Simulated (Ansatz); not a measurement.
An Ansatz (an electronic-structure program) input (plane-wave PAW DFT at the r2SCAN level (Ansatz, 500 eV), spin-orbit coupling left out):

Ansatz 0.2 input:
```yaml
crystal:
  lattice:
    - [3.6486240684, 0, 0]
    - [0, 3.6486240684, 0]
    - [0, 0, 27.899834104]
  atoms:
    - { symbol: O, position: [0.25, -0.25, 0.2688188027] }
    - { symbol: Sr, position: [0.75, 0.25, 0.2688188027] }
    - { symbol: O, position: [0.75, -0.75, 0.3612912816] }
    - { symbol: Sr, position: [1.25, -0.25, 0.3612912816] }
    - { symbol: O, position: [1.25, -1.25, 0.4537637605] }
    - { symbol: Sr, position: [1.75, -0.75, 0.4537637605] }
    - { symbol: O, position: [1.75, -1.75, 0.5462362395] }
    - { symbol: Sr, position: [2.25, -1.25, 0.5462362395] }
    - { symbol: O, position: [2.25, -2.25, 0.6387087184] }
    - { symbol: Sr, position: [2.75, -1.75, 0.6387087184] }
    - { symbol: O, position: [2.75, -2.75, 0.7311811973] }
    - { symbol: Sr, position: [3.25, -2.25, 0.7311811973] }
basis: { ecutwfc: 500, ecutrho_ratio: 4, xc_grid: 4, fft_grid_basis: typed }
kpoints: { mp_grid: { grid: [9, 9, 1] } }
hamiltonian:
  xc: r2scan
  dispersion: none
  pseudopotentials: { kind: paw }
scf: { occupations: { method: fermi_dirac, width: 0.05 }, convergence: { dr2_threshold: 0.0000000012 } }
relax: { f_tol: 0.01, max_steps: 50 }
output: { forces: true, stress: true }
checkpoint: { write: state.ck, write_every: 1000 }
```

### Question
Which symmetry and how many k-points will the program report, and about how many plane waves at Γ?

### Answer
Space group P4/nmm (ITA 129) with 16 operations, k-points 15 of 81, and 9413 plane waves at Γ.

Stability against distortions was not tested. The cell was made from SrO in the rock salt structure (space group Fm-3m, No. 225) by this change: a free-standing slab of 6 layers (12 atoms, 2 a layer) is cut normal to the z axis, with 15 Å of vacuum and the in-plane cell held at bulk.
